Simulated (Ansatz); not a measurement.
Results of r²SCAN (PAW; Ansatz, a quantum-chemistry and plane-wave program) for fluorite NiSi2.

Numerical settings: plane-wave cutoff 600 eV, 14×14×14 k mesh, Fermi–Dirac smearing 0.1 eV, finite displacements, no spin polarisation, scalar-relativistic PAW data made under PBE.

The cell has the measured lattice parameters. Conventional cell: a = 5.4060 Å, b = 5.4060 Å, c = 5.4060 Å, α = 90.00°, β = 90.00°, γ = 90.00°.

Harmonic phonon frequencies (cm⁻¹; i marks an imaginary mode):

```
q point                          frequencies
-------  -----------------------------------
Γ              0 0 0 310 310 310 325 325 325
X        145 145 255 256 256 267 375 375 413
L        107 107 268 299 299 346 346 351 394
```

No imaginary mode appears at these points.

Note: the cell isn't this level's own, so it is under some stress, which shifts stiffness and frequencies.
